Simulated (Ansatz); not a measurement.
Results of HSE06 (PAW; Ansatz, a first-principles code) for LiH (model structure, started from the NiAs type, P6₃/mmc, No. 194, 4 atoms in the cell).

Settings: plane-wave cutoff 460 eV, 12×12×6 k mesh (along the axes of the cell as run), Fermi–Dirac smearing 0.01 eV, scalar-relativistic PAW data made under PBE.

Cell (relaxed with PBEsol):

Space group P6₃/mmc (No. 194); a = b = 2.760 Å, c = 4.859 Å, α = β = 90.00°, γ = 120.00°

```tsv
atom	site	symmetry	x	y	z
Li	2a	-3m.	0.0000	0.0000	0.0000
H	2c	-6m2	0.3333	0.6667	0.2500
```

Problem. Estimate the band gap, smallest direct gap on the k points sampled and Γ–Γ gap that the calculation returns.

Solution. 
- band gap = 5.36 eV (indirect)
- smallest direct gap on the k points sampled = 6.09 eV
- Γ–Γ gap = 8.98 eV

Note: the relaxation could raise the start's symmetry but not lower it, so the cell can be a saddle point.

A model structure was made by putting elements into a prototype or built by hand; it is no filed structure, need not be a known phase, and can be a saddle point held by its symmetry.
